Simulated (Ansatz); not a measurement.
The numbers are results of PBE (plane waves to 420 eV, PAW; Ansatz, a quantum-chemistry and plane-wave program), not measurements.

Planar average of the electrostatic potential across the slab, in eV from the Fermi level, for a constructed model of the (111)A surface of zinc-blende InAs, In-terminated, 2x2 In adatom at T4 (bottom of the slab: 3 H on 4 bottom sites):

(z (Å), V (eV)): (4.02, 4.44); (4.31, 4.44); (4.59, 4.44); (4.88, 4.44); (5.17, 4.44); (5.45, 4.44); (5.74, 4.44); (6.03, 4.44); (6.31, 4.43); (6.60, 4.42); (6.89, 4.40); (7.18, 4.35); (7.46, 4.22); (7.75, 3.93); (8.04, 3.10); (8.32, 2.21); (8.61, 2.02); (8.90, 1.01); (9.19, -0.72); (9.47, -2.03); (9.76, -4.08); (10.05, -6.47); (10.33, -7.70); (10.62, -6.58); (10.91, -4.03); (11.19, -0.94); (11.48, 1.64); (11.77, 2.68); (12.06, 2.58); (12.34, 0.99); (12.63, -0.62); (12.92, -1.16); (13.20, -2.78); (13.49, -5.99); (13.78, -7.75); (14.06, -6.68); (14.35, -4.78); (14.64, -2.11); (14.93, 0.83); (15.21, 2.45); (15.50, 2.81); (15.79, 1.90); (16.07, -0.10); (16.36, -1.09); (16.65, -2.00); (16.94, -4.54); (17.22, -7.22); (17.51, -7.30); (17.80, -5.52); (18.08, -3.28); (18.37, -0.50); (18.66, 1.78); (18.94, 2.64); (19.23, 2.30); (19.52, 1.00); (19.81, -0.80); (20.09, -2.00); (20.38, -3.23); (20.67, -5.38); (20.95, -6.79); (21.24, -5.98); (21.53, -4.07); (21.81, -2.11); (22.10, 0.11); (22.39, 1.53); (22.68, 1.76); (22.96, 1.76); (23.25, 1.88); (23.54, 2.23); (23.82, 2.87); (24.11, 3.53); (24.40, 3.87); (24.69, 4.02); (24.97, 4.10); (25.26, 4.13); (25.55, 4.15); (25.83, 4.16); (26.12, 4.16); (26.41, 4.16); (26.69, 4.16); (26.98, 4.17); (27.27, 4.17); (27.56, 4.17)

Model: 36-atom slab, 15.0 Å thick at the start with caps and adatoms, 3x3x1 mesh, Fermi-Dirac 0.025 eV, dipole correction, 8 atoms held, the rest relaxed; held to the start's symmetry, so lower structures may exist; no spin (no spin-polarised run to compare, though such a face may carry moments), no spin-orbit, no U. The slab shows no gap over 0.04 eV on its mesh. In PBE it is, or lies within 0.01 eV a 1x1 cell of, the lowest of the 2 structures of its composition computed so far; subsurface sites and larger cells were not tried.

The vacuum level lies 4.17 eV above the Fermi level over the top face and 4.44 eV above it under the bottom face.
